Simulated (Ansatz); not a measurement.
Results of PBEsol+SOC (Ansatz, a first-principles code, plane waves, PAW) for C11b WSi2.

Settings: plane-wave cutoff 520 eV, 24×24×24 k mesh, Fermi–Dirac smearing 0.05 eV, PAW data made under PBE.

Computed at the level's own relaxed cell.

### Question
Estimate the equilibrium volume per atom, lattice parameter c, equilibrium lattice constant a, pressure derivative B′ of the bulk modulus and bulk modulus that the calculation returns.

### Answer

equilibrium volume per atom: 13.35 Å³/atom
lattice parameter c: 7.814 Å
equilibrium lattice constant a: 3.202 Å
pressure derivative B′ of the bulk modulus: 4.4
bulk modulus: 230 GPa

The run finds no gap.

Measured, for comparison: lattice parameter c 7.831 Å, lattice constant a 3.214 Å (temperature not stated, no zero-point or thermal correction; as tabulated in Pavlosiuk et al. (2022), arXiv:2202.05362). Computed (rounded) less measured: lattice parameter c -0.2 %, lattice constant a -0.4 %. A static lattice is as a rule a little smaller and stiffer than an uncorrected measurement, which narrows the difference in the lattice constant a and would widen misses of the other sign.

Note: the bulk modulus comes from volumes at which shape and atoms were relaxed.

Static lattice: no zero-point or thermal effects.

It cost about 2.7 core-hours (a rough figure) of CPU time.
